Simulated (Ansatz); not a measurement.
Results of PBE (Ansatz, an electronic-structure program, PAW) for fluorite PbF2 (high-temperature phase).

Run with plane-wave cutoff 520 eV, 10×10×10 k mesh, Fermi–Dirac smearing 0.01 eV, scalar-relativistic PAW data made under PBE.

A third-order Birch–Murnaghan fit to the energies gives V0 = 18.010 Å³/atom, B0 = 66.5 GPa, B′ = 4.8.

```tsv
V (Å³/atom)	P (GPa)
16.929	4.77
17.290	…
17.650	…
18.010	0.00
18.370	-1.26
18.730	…
19.091	-3.38
```

### Question
Estimate the withheld pressures from this fit; the answers are the runs' own values.

### Answer

- 17.290, P (GPa): 2.99
- 17.650, P (GPa): 1.41
- 18.730, P (GPa): -2.38

The formula P = (3/2) B0 (x^(7/3) − x^(5/3)) [1 + (3/4)(B′ − 4)(x^(2/3) − 1)] with x = V0/V meets the computed pressures within 0.01 GPa when these rounded values are put in.

Measured, for comparison: bulk modulus 64 GPa, equilibrium volume per atom 17.46 Å³/atom (temperature not stated, not corrected to a static lattice; as tabulated in Cadelano and Cappellini (2011), arXiv:1107.5962). Computed (rounded) less measured: bulk modulus +4 %, equilibrium volume per atom +3.2 %. A static lattice is as a rule a little smaller and stiffer than an uncorrected measurement, which narrows the difference in the bulk modulus and would widen misses of the other sign.

Spin–orbit coupling is not included; it can shift volumes and moduli of such heavy elements.

Computed values are for the static lattice.
